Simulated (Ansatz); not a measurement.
Amorphous Si$_{30}$N$_{40}$Ta, 71 atoms at 3.28 g/cm³, one PBE-relaxed geometry, zone centre. Methods: PBE, scalar-relativistic without spin-orbit coupling (Ansatz, an electronic-structure program); r2SCAN, scalar-relativistic without spin-orbit coupling (Ansatz); HSE06, scalar-relativistic without spin-orbit coupling (Ansatz). Plane waves to 420 eV (r2SCAN 500 eV); exact exchange is cut at the cell's faces. The usual formal charges leave 5 electrons over, so the level spacing at the Fermi energy parts defect or band states and needn't be the band gap. In the spin-polarised cell the level spacing at the Fermi energy can part levels of unlike spin. At PBE the levels at both edges of the gap are localised (band-tail or defect states), and the nearest spread-out levels lie 2.8 eV apart at the zone centre.

A CHGNet melt-quench gave the starting glass, which DFT then relaxed. N atoms were pushed apart under 1.9 Å during the dynamics, to hinder bonds among them. The hot cell started wider than the set density and was brought back towards it in steps. It is the lowest in DFT energy of 2 quenches. It is a model cell: composition and starting density were chosen by hand, and all elements were melted together. No dispersion term was used. Its density started from a set value of 3.28 and ended at 3.28 g/cm³. Cooling (nominally 450 K/ps over its main leg) ran many orders faster than in experiment, which tends to leave more defects and strain. One small periodic cell is one sample of the glass; other quenches scatter about these values. The volume was held where the preparation left it, at a PBE pressure of -4.3 GPa (tension). Stress components on the final sampling reach 5.4 GPa. On a 2×2×2 Γ-centred mesh force components of up to 0.20 eV/Å stay, since the relaxation ran on the zone centre alone.

The relaxation ran on the zone centre alone. At PBE the level spacing at the Fermi energy is 0.72 eV on a 2×2×2 Γ-centred mesh, and the spacing at the zone centre alone 0.76 eV.

**Question.** What zone-centre spacing does r2SCAN give, roughly?

**Answer.** 1.29 eV (+0.53 eV against PBE).

**Question.** What zone-centre spacing does HSE06 give, roughly?

**Answer.** 2.01 eV (+1.24 eV against PBE).

The highest filled and the lowest empty state spread over these numbers of atoms (participation numbers): PBE: 4.5 and 5.6; r2SCAN: 4.2 and 3.3; HSE06: 4.0 and 6.7.
